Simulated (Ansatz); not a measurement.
SiO2: response to strain

Take SiO2 in the rutile structure (space group P4_2/mnm, No. 136) as the base.

```
CELL_PARAMETERS angstrom
      4.23608     0.00000     0.00000
      0.00000     4.23608     0.00000
      0.00000     0.00000     2.69045
ATOMIC_POSITIONS crystal
  Si 0.00000 0.00000 0.00000
  Si 0.50000 0.50000 0.50000
  O  0.30698 0.30698 0.00000
  O  0.80698 0.19302 0.50000
  O  0.19302 0.80698 0.50000
  O  0.69302 0.69302 0.00000
```

Cartesian axes are those of the cell as printed.

Strains are applied to the cell and any free atomic positions relax; under biaxial strain the out-of-plane vector relaxes too.

Computed with DFT with PBE, PAW potentials and a 420 eV plane-wave cutoff in Ansatz (a quantum-chemistry and plane-wave program), scalar-relativistic without spin-orbit coupling.

Notes on the quantities. pressure: mean of the normal stresses, compression positive.

| variant | out-of-plane strain | pressure |
|---|---|---|
| base | – | 0.01 GPa |
| biaxial strain +0.60 %, plane normal [001], relaxed out of plane | -0.30 % | -1.74 GPa |
| biaxial strain +1.80 %, plane normal [001], relaxed out of plane | -0.87 % | -4.73 GPa |
| biaxial strain +2.40 %, plane normal [001], relaxed out of plane | -1.14 % | -6.00 GPa |
| biaxial strain +3.00 %, plane normal [001], relaxed out of plane | … | … |

Problem. Some entries are withheld; estimate them.

Solution. 
- biaxial strain +3.00 %, plane normal [001], relaxed out of plane, out-of-plane strain: -1.40 %
- biaxial strain +3.00 %, plane normal [001], relaxed out of plane, pressure: -7.11 GPa

No phonon test of stability was made.
